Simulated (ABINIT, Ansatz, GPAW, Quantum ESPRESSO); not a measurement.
**One structure in several programs: MgTi2 (P-62m, 6 atoms in the cell)**

Self-consistent single point.

```
MgTi2
1.0
    5.14389     0.00000     0.00000
   -2.57194     4.45474     0.00000
    0.00000     0.00000     4.89179
Mg Ti
2 4
Direct
  0.66667   0.33333   0.00000
  0.33333   0.66667   0.00000
  0.00000   0.31613   0.50000
  0.31613   0.00000   0.50000
  0.68387   0.68387   0.50000
  0.00000   0.00000   0.00000
```

Shared settings, as Ansatz (a quantum-chemistry and plane-wave program) writes them: kpoints.mp_grid.grid = 6 6 6; scf.occupations.method = gaussian; scf.occupations.width = 0.05 eV. Potentials and cutoffs stand in the table.

| code | model | pressure (GPa) | largest force (eV/Å) | cutoff |
|---|---|---|---|---|
| Quantum ESPRESSO | PBEsol, GBRV 1.5 ultrasoft (PBESOL) pseudopotentials | -2.76 | 0.099 | 50 Ry |
| Ansatz | PBEsol, PAW files made with PBE | -2.77 | 0.100 | 420 eV |
| GPAW | PBEsol, GPAW PAW datasets PBEsol (made by gpaw-setup) | -2.71 | 0.082 | 800 eV |
| ABINIT | PBEsol, PAW (JTH v2.0 PBE PAW, files made for PBE) | -2.67 | 0.093 | 30 Ha |

On Ansatz's run: spin polarisation is off.

The spread over the programs that give each value: pressure within 0.10 GPa; largest force within 0.018 eV/Å.

Ansatz's pressure is given at a fixed set of plane waves, as the other plane-wave codes print theirs.

The starting cell comes from a database of computed structures (which also holds hypothetical and non-ambient phases and stackings), without a prior relaxation at this level.

Left out of this page: CP2K (unsound by tests on forces, stress, charge or solver warnings); Elk (not drawn, or without a comparable value).

Keys are those of Ansatz 0.2.
